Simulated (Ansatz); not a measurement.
Base system: InAs in the zinc blende structure (space group F-43m, No. 216).

```
CELL_PARAMETERS angstrom
      0.00000     3.09316     3.09316
      3.09316     0.00000     3.09316
      3.09316     3.09316     0.00000
ATOMIC_POSITIONS crystal
  As 0.75000 0.75000 0.75000
  In 0.00000 0.00000 0.00000
```

The other end (x = 1) is AlAs in the zinc blende structure (space group F-43m, No. 216): 23.50 Å³/atom, gap 1.50 eV.

Computed with PBE (Ansatz, an electronic-structure program), no spin-orbit coupling.

Al replaces a fraction x of In; each row is one arrangement (x, atoms in the cell, starting space group or random), fully relaxed.

One change was made to it. Results:

```csv
quantity,base,after
mixing energy (to 0.01 eV only: unlike meshes or grids),–,+0.02 eV/atom
band gap,zero,0.48 eV
```

Q: Which change produced these results?
A. x(Al) = 0.25, 8 atoms, R3m
B. x(Al) = 0.75, 8 atoms, Pmm2
C. x(Al) = 0.5, 4 atoms, P-4m2
D. x(Al) = 0.25, 8 atoms, Amm2

A: C, x(Al) = 0.5, 4 atoms, P-4m2. For comparison, the band gap in the other runs: x(Al) = 0.25, 8 atoms, Amm2 gives zero; x(Al) = 0.75, 8 atoms, Pmm2 gives 1.03 eV; x(Al) = 0.25, 8 atoms, R3m gives zero.

Each cell is one ordered arrangement of few atoms, which overstates ordering effects compared with a random alloy. No phonon test of stability was made. The final runs are not spin-polarised. Gaps under 0.05 eV, about the width of the smearing, are given as zero. A zero or small gap of InAs and AlIn3As4 can be the functional's error rather than a property of the material.
